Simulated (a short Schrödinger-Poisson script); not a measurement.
Stack: MOS inversion layer, SiO2 on p-type Si(100), at 300 K.

```csv
layer,material,thickness (nm),Na (cm⁻³)
1,SiO2,3.3,-
2,Si,1100,1.6e17
```

The device is made up for the run: typed textbook-type constants, with dimensions and the other settings drawn at random. SiO2: permittivity 3.9, conduction-band edge (eV) 3.15, gap (eV) 9, electron mass (mₑ) 0.5. Si: permittivity 11.7, conduction-band edge (eV) 0, gap (eV) 1.124, Nv at 300 K (cm⁻³) 3.1e19.

Channel valleys (confinement mass, in-plane density-of-states mass, number): Δ2 0.916, 0.19, 2; Δ4 0.19, 0.417, 4. At the gate the conduction-band edge of layer 1 lies 3.7 eV − eVg above the Fermi level of the channel; the field vanishes at the back. Gaps are held at their typed values at every temperature. Mesh 0.03 nm at interfaces.

From a short Schrödinger-Poisson script (our own, NumPy): 1D Poisson equation in equilibrium, electrons classical, Fermi-Dirac, parabolic valleys, classical holes, full ionisation, no traps, pinning or gate leakage.

The same stack at other levels of the model or other numerical settings:

```csv
run,sheet density of all electrons at Vg = 3 V (cm⁻²),sheet density of all electrons at Vg = 1.2 V (cm⁻²),capacitance at Vg = 3 V (μF/cm²),centroid of the channel electrons at Vg = 3 V (nm),rough cost against the base
base,1.37e13,2.72e12,0.989,0.67,about 1
"electrons treated as classical, Boltzmann",1.40e13,2.76e12,1.02,0.45,0.2
"electrons treated as quantum, Hartree",1.25e13,2.27e12,0.939,1.52,5
mesh six times as coarse,1.35e13,2.69e12,0.981,0.75,0.3
```

The classical rows ignore confinement, and Boltzmann statistics overrate the density once the band edge passes the Fermi level.
